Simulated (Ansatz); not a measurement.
Base system: Cu2O (space group Pn-3m, No. 224; a = 4.2224 Å).

Now apply this change: the cell is scaled by 1.0098 in all directions, atoms relaxed at fixed cell.

Levels (all Ansatz, a first-principles code, PAW): PBEsol (420 eV, no SOC); r2SCAN (500 eV, without spin-orbit coupling); HSE06 (420 eV, no spin-orbit coupling).

At the geometry relaxed with PBEsol, these levels gave the following band gaps, in shuffled order: (a) 0.49 eV, (b) 0.76 eV, (c) 1.99 eV.

**Question.** Match each gap to its level.

**Answer.** (a) PBEsol; (b) r2SCAN; (c) HSE06.

Single points use the geometry relaxed with PBEsol. The cells carry an imposed strain or load. No phonon test of stability was made. No Hubbard U is applied. The final runs are not spin-polarised.
